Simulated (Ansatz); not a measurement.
Hypothetical diamond Re: pressure series

The parent structure is Re in the diamond structure (space group Fd-3m, No. 227; a hypothetical phase, not in the database extracts checked).

```
CELL_PARAMETERS angstrom
      0.00000     2.79688     2.79688
      2.79688     0.00000     2.79688
      2.79688     2.79688     0.00000
ATOMIC_POSITIONS crystal
  Re 0.25000 0.25000 0.25000
  Re 0.00000 0.00000 0.00000
```

Cell and atoms are relaxed at each pressure.

The values are results of plane-wave PAW DFT at the PBEsol level (Ansatz, a first-principles code, 420 eV), no spin-orbit coupling, not measurements.

Two rows of this table had their results exchanged by mistake.

```tsv
pressure	volume per atom (Å³)	shortest distance (Å)	band gap
pressure −2 GPa	22.11	2.431	zero
pressure −1 GPa	21.99	2.426	zero
pressure 0.3 GPa	21.84	2.421	zero
pressure 0.7 GPa	21.80	2.419	zero
pressure 1.5 GPa	21.71	2.416	zero
pressure 3 GPa	21.55	2.410	zero
pressure 5 GPa	20.87	2.384	zero
pressure 7.5 GPa	21.10	2.393	zero
pressure 10 GPa	21.34	2.402	zero
```

Question: Which two?

Answer: The rows for pressure 5 GPa and pressure 10 GPa: the volume has to fall steadily with pressure, so 21.34 Å³ belongs to pressure 5 GPa and 20.87 Å³ to pressure 10 GPa.

Load acts through the strain it causes; cell and atoms are relaxed under it. Whether these cells are dynamically stable was not tested. Competing high-pressure phases were not computed. The final runs are not spin-polarised.
